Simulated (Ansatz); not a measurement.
Consider SnC in the rock salt structure (space group Fm-3m, No. 225; a = 4.745 Å; a hypothetical phase, not in the database extracts checked; relaxed with 0.1 eV smearing). Axes: x, y, z lie along the cube axes.

Method: PBEsol (Ansatz, a quantum-chemistry and plane-wave program, PAW, no SOC).

Base values:

* **Pressure**: 0.0 GPa
* **Shortest interatomic distance**: 2.373 Å
* **Band gap**: zero

It is then changed as follows: strain tensor (xx, yy, zz, yz, xz, xy) = (−0.56, +0.33, +0.07, +0.21, +0.96, −2.14) %, atoms relaxed at fixed cell.

Problem. What happens to the pressure?

Solution. The pressure (mean of the normal stresses, compression positive) goes from zero to 0.5 GPa.

Problem. What does the calculation give for the energy relative to the base after the change?

Solution. The energy goes up by 12 meV/atom.

Problem. What happens to the shortest interatomic distance?

Solution. The shortest interatomic distance decreases by 0.013 Å, from 2.373 Å to 2.360 Å.

Problem. Predict the new band gap.

Solution. The band gap stays zero.

Stability against distortions was not tested. The final runs are not spin-polarised.
